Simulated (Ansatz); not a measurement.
Take ZnS in the zinc blende structure (space group F-43m, No. 216; a = 5.3567 Å) as the base.

Modification: cell and atoms relaxed at a pressure of 15 GPa.

Levels (all Ansatz, a program for electronic structure, PAW): PBEsol (420 eV, scalar-relativistic without spin-orbit coupling); r2SCAN (500 eV, no SOC); HSE06 (420 eV, without spin-orbit coupling).

At the geometry relaxed with PBEsol, these levels gave the following band gaps, in shuffled order: (a) 3.30 eV, (b) 2.70 eV, (c) 3.96 eV.

Match each gap to its level.

(a) r2SCAN; (b) PBEsol; (c) HSE06.

Single points use the geometry relaxed with PBEsol. Load acts through the strain it causes; cell and atoms are relaxed under it. Whether these cells are dynamically stable was not tested. Measured, ZnS leaves this structure (for rock salt) near 14.7 GPa (temperature not stated; as listed in Datta, Sujoy, Jana, Debnarayan, arXiv (2020)), on rising pressure, with hysteresis.
